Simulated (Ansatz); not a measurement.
The starting structures come from a database of crystals and need not be the phases stable at ambient conditions.

Input:

```
CELL_PARAMETERS angstrom
      6.18991    -0.04384    -0.02778
     -1.05853     6.87134    -0.01232
      0.20390     1.83669     4.84584
ATOMIC_POSITIONS crystal
  Te 0.09741 0.78854 0.60902
  Te 0.90259 0.21146 0.39098
  Te 0.47472 0.24231 0.87251
  Te 0.52528 0.75769 0.12749
  O  0.34335 0.93217 0.88553
  O  0.65665 0.06783 0.11447
  O  0.37347 0.70588 0.47797
  O  0.62653 0.29412 0.52203
  O  0.81775 0.93423 0.64976
  O  0.18225 0.06577 0.35024
  F  0.05677 0.29360 0.67567
  F  0.94323 0.70640 0.32433
  F  0.29215 0.52650 0.09061
  F  0.70785 0.47350 0.90939
```

Space group of this cell: P-1. The cell was relaxed by PBE-D3(BJ); by r2SCAN its mean pressure is -3.1 GPa.

Transport runs along the normal of the first two printed cell vectors.

The gap is the functional's own. No spin-orbit coupling. Mid-gap values are interpolated on the energy grid.

**Question.** Give the band gap and the smallest decay constant κ at mid-gap that r2SCAN (Ansatz, a quantum-chemistry and plane-wave program) yields.

**Answer.** Gap 3.73 eV on a 6×6×6 mesh; κ = 0.433 1/Å, at (0.000, 0.167) of the in-plane reciprocal vectors. At the zone centre, at the nearest computed energy, the slowest state has κ = 0.44 1/Å.
